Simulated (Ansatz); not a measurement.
We consider L1₂ (Cu3Au-type) Ni₃Al, described by r²SCANh (plane waves, PAW; Ansatz, a quantum-chemistry and plane-wave program).

Settings: plane-wave cutoff 520 eV, 8×8×8 k mesh, Fermi–Dirac smearing 0.05 eV, spin-polarised with parallel moments, scalar-relativistic PAW data made under PBE.

Cell (relaxed at this level):

```xyz
4
Lattice="3.5215 0.0000 0.0000 0.0000 3.5215 0.0000 0.0000 0.0000 3.5215" Properties=species:S:1:pos:R:3 pbc="T T T"
Al     0.0000     0.0000     0.0000
Ni     0.0000     1.7607     1.7607
Ni     1.7607     0.0000     1.7607
Ni     1.7607     1.7607     0.0000
```
Starting moments (μB, in the order of the record's atoms Al Ni Ni Ni): 0.0 0.5 0.5 0.5.

Q: Give the computed bulk modulus B0 and pressure derivative B′ of the bulk modulus.

A: 
bulk modulus B0: 200 GPa
pressure derivative B′ of the bulk modulus: 4.6

Measured, for comparison: bulk modulus 174 GPa (temperature not stated, not corrected to a static lattice; as tabulated in Zarkevich et al. (2023), arXiv:2304.06869). Computed (rounded) less measured: bulk modulus +15 %.

Static lattice: no zero-point or thermal effects.

The result took around 50 core-minutes (rough).
